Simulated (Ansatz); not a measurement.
Consider Al in the fcc (Cu type) structure (space group Fm-3m, No. 225; a = 3.994 Å; relaxed with 0.1 eV smearing). Axes: x, y, z lie along the cube axes.

Calculations: r2SCAN (Ansatz, a program for electronic structure, PAW, scalar-relativistic without spin-orbit coupling).

Strains are applied to the cell and any free atomic positions relax.

One change was made to it. Results:

| quantity | base | after |
|---|---|---|
| pressure (mean of the normal stresses, compression positive) | 0.0 GPa | -1.3 GPa |
| energy relative to the base (free energy F) | 0 meV/atom | +1.4 meV/atom |
| shortest interatomic distance | 2.824 Å | 2.824 Å |

Q: What was done to the base?
A) uniaxial strain ε_zz = +1.50 %
B) uniaxial strain ε_zz = +3.00 %
C) uniaxial strain ε_zz = +2.50 %

A: A, uniaxial strain ε_zz = +1.50 %. For comparison, the energy relative to the base in the other runs: uniaxial strain ε_zz = +2.50 % gives +3.9 meV/atom; uniaxial strain ε_zz = +3.00 % gives +5.6 meV/atom.

No phonon test of stability was made.
